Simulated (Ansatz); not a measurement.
AlB2-type ZrB2 was calculated with r²SCAN (Ansatz, an electronic-structure program, plane waves, PAW).

Run with plane-wave cutoff 600 eV, 18×18×16 k mesh (along the axes of the cell as run), Fermi–Dirac smearing 0.05 eV, scalar-relativistic PAW data made under PBE.

Starting structure:

```
CELL_PARAMETERS angstrom
      3.17000     0.00000     0.00000
     -1.58500     2.74530     0.00000
      0.00000     0.00000     3.53000
ATOMIC_POSITIONS crystal
  Zr 0.00000 0.00000 0.00000
  B  0.66667 0.33333 0.50000
  B  0.33333 0.66667 0.50000
```

Problem. Into what structure does the relaxation of cell and atoms lead at this level, with the symmetry of the start kept?

Solution. The volume increases by 0.4 %; final space group P6/mmm.
```
CELL_PARAMETERS angstrom
      3.16761     0.00000     0.00000
     -1.58380     2.74323     0.00000
      0.00000     0.00000     3.55046
ATOMIC_POSITIONS crystal
  Zr 0.00000 0.00000 0.00000
  B  0.66667 0.33333 0.50000
  B  0.33333 0.66667 0.50000
```
